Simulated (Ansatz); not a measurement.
## A computed series for InSb: pressure series

Consider InSb in the zinc blende structure (space group F-43m, No. 216).

```cif
data_In4Sb4
_chemical_formula_sum 'Sb4 In4'
_space_group_name_H-M_alt 'F-43m'
_space_group_IT_number 216
_space_group_name_Hall 'F -4 2 3'
_cell_length_a 6.63495
_cell_length_b 6.63495
_cell_length_c 6.63495
_cell_angle_alpha 90.000
_cell_angle_beta 90.000
_cell_angle_gamma 90.000
loop_
_atom_site_label
_atom_site_type_symbol
_atom_site_symmetry_multiplicity
_atom_site_Wyckoff_symbol
_atom_site_fract_x
_atom_site_fract_y
_atom_site_fract_z
_atom_site_occupancy
Sb1 Sb 4 c 0.25000 0.25000 0.25000 1
In1 In 4 a 0.00000 0.00000 0.00000 1
```
(The calculation used a cell of 2 atoms; values per cell refer to that cell.)

Cell and atoms are relaxed at each pressure.

Levels (all Ansatz, a quantum-chemistry and plane-wave program, PAW, earlier PAW set): PBE (420 eV, no spin-orbit coupling); r2SCAN (500 eV, no SOC).

The base cell above is that of PBE; each level relaxes its own structures.

| case | lattice parameter a, PBE | lattice parameter a, r2SCAN |
|---|---|---|
| pressure −2 GPa | 6.778 Å | 6.673 Å |
| pressure −1 GPa | 6.701 Å | 6.611 Å |
| pressure 3 GPa | 6.484 Å | 6.428 Å |
| pressure 7 GPa | 6.340 Å | 6.299 Å |
| pressure 15 GPa | 6.140 Å | 6.115 Å |
| pressure 30 GPa | 5.902 Å | 5.888 Å |
| pressure 50 GPa | 5.698 Å | 5.690 Å |
| pressure 75 GPa | 5.522 Å | 5.517 Å |
| pressure 100 GPa | 5.391 Å | 5.389 Å |

The two levels differ by at most about 0.105 Å. They put the cases in the same order.

Load acts through the strain it causes; cell and atoms are relaxed under it. Stability against distortions was not tested. Tetrahedral semiconductors of this kind turn to denser phases somewhere between about 1 and 50 GPa; those were not computed, so compressed cells here can lie past the real transition. The final runs are not spin-polarised.
